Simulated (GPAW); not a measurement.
GPAW 25.7.0, DFT, PBE, plane waves, PAW datasets of gpaw-data 1.0.1: a series of growing systems, each on 24 ranks. The k mesh and basis are held over the series and aren't claimed converged, least of all for the small cells.

```
Property                                                  Value
-------------------------------------------  ------------------
task                                                        scf
mode.name                                                    pw
mode.ecut                                                500 eV
xc                                                          PBE
k mesh                                                    2×2×2
kpts.gamma                                                 true
occupations.name                                    fermi-dirac
occupations.width                                        0.1 eV
convergence.density (electrons an electron)               1e-05
maxiter                                                     150
parallel.kpt                                                  4
parallel.band                                                 1
parallel.domain                                               6
parallel.sl_auto                                false (default)
parallel.augment_grids                          false (default)
eigensolver.name                                  dav (default)
eigensolver.niter                                   2 (default)
mixer.backend                                   pulay (default)
mixer.method                                 separate (default)
mixer.beta                                       0.05 (default)
mixer.nmaxold                                       5 (default)
mixer.weight                                       50 (default)
convergence.eigenstates (eV² an electron)       4e-08 (default)
convergence.energy (eV an electron)            0.0005 (default)
```

It runs on a single node (AMD EPYC (Zen 5), 96 cores on 1 socket, no SMT, 12 L3 cache groups; 94 cores' worth of CPU time may be used).

Each time is the median wall time of two to five repeats, run one at a time on the otherwise empty machine; start-up is included. Processes are pinned to neighbouring cores unless said otherwise. The build: conda-forge: Open MPI, OpenMP, OpenBLAS, FFTW, ScaLAPACK, ELPA; another build can shift the numbers. Scratch files lie in a memory file system.

Measured:

```json
[
 {"system": "fcc Cu, atoms displaced, 4 atoms", "bands": "31", "electrons": "44", "plane waves": "1213", "SCF iterations": "18", "wall time": "2.31 s", "peak memory": "1.9 GiB"},
 {"system": "fcc Cu, atoms displaced (Cu8), 8 atoms", "bands": "57", "electrons": "88", "plane waves": "2421", "SCF iterations": "20", "wall time": "3.41 s", "peak memory": "2.3 GiB"},
 {"system": "fcc Cu, atoms displaced (Cu12), 12 atoms", "bands": "84", "electrons": "132", "plane waves": "3638", "SCF iterations": "22", "wall time": "5.45 s", "peak memory": "2.6 GiB"}
]
```

Still to run:

```tsv
system	bands	electrons	plane waves
fcc Cu, atoms displaced (Cu18), 18 atoms	123	198	5426
fcc Cu, atoms displaced (Cu27), 27 atoms	183	297	8144
```

### Question
Extrapolate to the larger systems: what do they cost?

### Answer
The two largest measured give a power of ln(5.45/3.41) / ln(12/8) = 1.16 in the count of atoms; the table sets what it predicts beside the runs.

```
system                                    time by that power  SCF iterations  wall time  peak memory
----------------------------------------  ------------------  --------------  ---------  -----------
fcc Cu, atoms displaced (Cu18), 18 atoms               8.7 s              23     9.85 s      3.3 GiB
fcc Cu, atoms displaced (Cu27), 27 atoms                14 s              21     19.9 s      4.4 GiB
```

From the smallest system to the largest the time grows as the power 1.1 of the count of atoms; from step to step the powers are 0.6, 1.2, 1.5, 1.7. In the smallest, launch, exit and the like take 1.2 s of the 2.3 s. The largest part is start and exit outside the program's clock (51 %) in the smallest system and the band solver (Davidson, Orthonormalize) (59 %) in the largest.
